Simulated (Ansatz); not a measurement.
The parent structure is Re in the hcp (Mg type) structure (space group P6_3/mmc, No. 194; a = 2.776 Å, c = 4.481 Å; relaxed with 0.1 eV smearing). Axes: x lies along a and z along c of the hexagonal cell.

The values are results of PBE, PAW, 420 eV (Ansatz, a first-principles code; spin-orbit coupling left out), not measurements.

It is then changed as follows: uniaxial strain ε_zz = −0.50 %, all other strain components held at zero; the atoms relax in the strained cell.

Task: What happens to the energy relative to the base and stress?

Result: The energy goes up by 0.8 meV/atom; the stress (xx, yy, zz, yz, xz, xy; compression positive) amounts to (1.1, 1.1, 3.3, 0.0, 0.0, 0.0) GPa.

Stability against distortions was not tested. All final runs are without spin polarisation.
